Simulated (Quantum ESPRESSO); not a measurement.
Worked example: self-consistent single point of KMgF3 (Pm-3m, 5 atoms in the cell) in Quantum ESPRESSO.

Method of the run: rVV10, PseudoDojo standard norm-conserving (PBE) pseudopotentials (plane waves; Quantum ESPRESSO).

```xyz
5
Lattice="3.9653 0.0000 0.0000 0.0000 3.9653 0.0000 0.0000 0.0000 3.9653" Properties=species:S:1:pos:R:3 pbc="T T T"
K      1.9827     1.9827     1.9827
Mg     0.0000     0.0000     0.0000
F      0.0000     1.9827     0.0000
F      1.9827     0.0000     0.0000
F      0.0000     0.0000     1.9827
```

Reference input (self-consistent single point, DFT, PBEsol, plane waves, PseudoDojo standard norm-conserving (PBESOL) pseudopotentials): ecutwfc = 85 Ry; occupations = fixed; potentials = {K: K.upf, Mg: Mg.upf, F: F.upf}; K_POINTS = automatic 4 4 4 0 0 0; nbnd = 24; conv_thr = 1e-08 Ry; mixing_beta = 0.7. This run's input differs from it in these lines:

```diff
@@ -15,2 +15,3 @@
     nbnd = 24
+    input_dft = 'rvv10'
 /
```

Its files differ too (potentials: PseudoDojo standard norm-conserving (PBE)).

Output, abridged:

```
     Self-consistent Calculation

     iteration #  1     ecut=    85.00 Ry     beta= 0.70

     total energy              =    -327.82055851 Ry
     estimated scf accuracy    <       0.50832142 Ry

     iteration #  2     ecut=    85.00 Ry     beta= 0.70

     total energy              =    -327.97233349 Ry
     estimated scf accuracy    <       0.35253119 Ry

     iteration #  3     ecut=    85.00 Ry     beta= 0.70

     total energy              =    -328.04186293 Ry
     estimated scf accuracy    <       0.00185483 Ry

   [... 3 blocks of this kind left out ...]

     iteration #  7     ecut=    85.00 Ry     beta= 0.70

     total energy              =    -328.04222735 Ry
     estimated scf accuracy    <       0.00000015 Ry

     iteration #  8     ecut=    85.00 Ry     beta= 0.70
     End of self-consistent calculation

     highest occupied, lowest unoccupied level (ev):     2.8825   10.1137

!    total energy              =    -328.04222740 Ry
     estimated scf accuracy    <          5.5E-09 Ry

     convergence has been achieved in   8 iterations

     Forces acting on atoms (cartesian axes, Ry/au):

     atom    1 type  1   force =     0.00000000    0.00000000    0.00000000
   [... zero for the other atoms too ...]

     Total force =     0.000000     Total SCF correction =     0.000000

          total   stress  (Ry/bohr**3)                   (kbar)     P=       26.07
   0.00017720   0.00000000   0.00000000           26.07        0.00        0.00
   0.00000000   0.00017720   0.00000000            0.00       26.07        0.00
   0.00000000   0.00000000   0.00017720            0.00        0.00       26.07

   JOB DONE.
```

The run converged in 8 iterations. Against the reference run the pressure goes from 1.33 to 2.61 GPa and the gap on the mesh goes from 7.282 to 7.231 eV.

The starting cell comes from a database of computed structures (which also holds hypothetical and non-ambient phases and stackings), without a prior relaxation at this level. Its lattice was rescaled by a random factor within 2.5 % of one.

Cost on one core of a shared machine: roughly 30 s.
